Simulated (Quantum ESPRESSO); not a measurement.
# Equation of state of rock-salt PbS (space group 225): energy against volume (Quantum ESPRESSO, PBE)

```yaml
crystal:
  lattice:
    - [0.00000, 2.91719, 2.91719]
    - [2.91719, 0.00000, 2.91719]
    - [2.91719, 2.91719, 0.00000]
  atoms:
    - { symbol: Pb, position: [0.00000, 0.00000, 0.00000] }
    - { symbol: S, position: [0.50000, 0.50000, 0.50000] }
```

Method: PBE, PSlibrary PAW (PBE) pseudopotentials (plane waves; Quantum ESPRESSO). Settings: ecutwfc = 72 Ry; ecutrho = 432 Ry; occupations = smearing; smearing = fermi-dirac; degauss = 0.000734986 Ry; potentials = {Pb: Pb.pbe-dn-kjpaw_psl.1.0.0.UPF, S: S.pbe-n-kjpaw_psl.1.0.0.UPF}; K_POINTS = automatic 10 10 10 0 0 0; conv_thr = 1e-10 Ry; mixing_beta = 0.4. The cell above is the first row's. The rows scale it uniformly. In all rows fractional positions and the k mesh are held. E is the free energy at the stated smearing, counted from the lowest row.

| V (Å^3/atom) | E (meV/atom) |
|---|---|
| 24.825 | ? |
| 25.365 | 21.63 |
| 25.905 | 10.05 |
| 26.444 | 2.98 |
| 26.984 | 0.00 |
| 27.524 | 0.69 |
| 28.063 | 4.66 |
| 28.603 | 11.59 |
| 29.143 | 21.17 |

Fit E of the 8 rows that show it with the third-order Birch-Murnaghan form, a cubic in V^(-2/3). With u = V^(-2/3) - 0.111, the rows have u = 0.004836, 0.003221, 0.001663, 0.000155, -0.001304, -0.002713, -0.004080, -0.005405. Least squares gives E = -0.087 + 474.8·u + 823559·u² + 1471958·u³. Residuals (row less fit): -0.006, 0.014, -0.007, -0.006, -0.001, 0.003, 0.005, -0.004; standard error 0.010 (degrees of freedom: 4). Its minimum lies at u = -0.000288, so V0 = (0.110712)^(-3/2) = 27.15. There d²E/du² = 1645000 and d³E/du³ = 8832000, so B0 = (4/9) × 27.15^(-7/3) × 1645000 × 0.160218 = 52.9 GPa (the last factor turns the table's units into GPa), and B0' = 4 + (2/3) × 0.110712 × (8832000)/1645000 = 4.4. The program's pressures in the fitted runs (not shown) pass through zero at V = 27.04, 0.39 % from this V0.

### Question
Estimate the missing E (V = 24.825); what did the run itself give?

### Answer
u = 0.006510, so E = -0.087 + 474.8 × 0.006510 + 823559 × 0.006510² + 1471958 × 0.006510³ = 38.313 meV/atom. The calculation gives 38.23 meV/atom, 0.083 meV/atom below the prediction (0.2 % of the range of E in the table). The row lies outside the fitted rows, so this is an extrapolation. From the scatter of the fitted rows alone, a prediction at this place has a standard error of 0.029 meV/atom, so the miss is 2.9 times that.

Carrying the step between the two nearest rows on in a straight line would have given 33.21, off by 5.02; series whose last step already gives the withheld value aren't shown. The scan was laid around a cell of about the measured size, scaled by a guess for this functional. The runs keep the symmetry of the cell, so they don't test it for distortions. Spin-orbit coupling is off. Cutoffs and mesh are single choices, not tested for convergence of this quantity. Series with a scatter that would blur these digits, or in which a gap closes, are not shown. Nor are scans whose minimum lies at an end fitted in this form.
